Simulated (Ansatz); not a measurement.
**KBr: uniaxial strain ε_zz = +1.00 %**

Take KBr in the rock salt structure (space group Fm-3m, No. 225; a = 6.549 Å) as the base. Axes: x, y, z lie along the cube axes.

One thing is altered: uniaxial strain ε_zz = +1.00 %, all other strain components held at zero, atoms relaxed at fixed cell.

Method: PBEsol/PAW in Ansatz (an electronic-structure program), scalar-relativistic without spin-orbit coupling. k-mesh 9×9×9 (Γ-centred); smearing 0.05 eV (Fermi–Dirac).

```csv
quantity,base,changed,shift
shortest interatomic distance,6.188 bohr,6.188 bohr,0.000 bohr
energy relative to the base (free energy F),0 meV/atom,+0.4 meV/atom,+0.4 meV/atom
band gap,4.34 eV,4.31 eV,-0.03 eV
gap character,direct at Γ,direct at Γ,–
electron mass,0.37 mₑ (at Γ),0.37 mₑ (at Γ),–
"valence-band top at Γ (three highest levels, from the VBM)","0.00, 0.00, 0.00 eV","0.00, 0.00, -0.01 eV",–
"valley order (the lowest conduction-band minima on the path, energy above the VBM, named in the base's zone)",Γ 4.34 eV; X along ⟨100⟩ 5.72 eV,Γ 4.31 eV; X along [100] 5.73 eV; X along [001] 5.74 eV,–
"stress (xx, yy, zz, yz, xz, xy; compression positive)",–,"(-0.04, -0.04, -0.33, 0.00, 0.00, 0.00) GPa",–
```

Final structure:

```yaml
crystal:
  lattice:
    - [0.00000, 3.27453, 3.30728]
    - [3.27453, 0.00000, 3.30728]
    - [3.27453, 3.27453, 0.00000]
  atoms:
    - { symbol: K, position: [0.00000, 0.00000, 0.00000] }
    - { symbol: Br, position: [0.50000, 0.50000, 0.50000] }
```

Cost of the whole job for the changed cell (relaxation, final SCF and bands): around 9 core-seconds (rough).

Effective masses come from finite differences of ±0.01 Å⁻¹. Stability against distortions was not tested. Labels are those of the standard path for the cell's own space group.
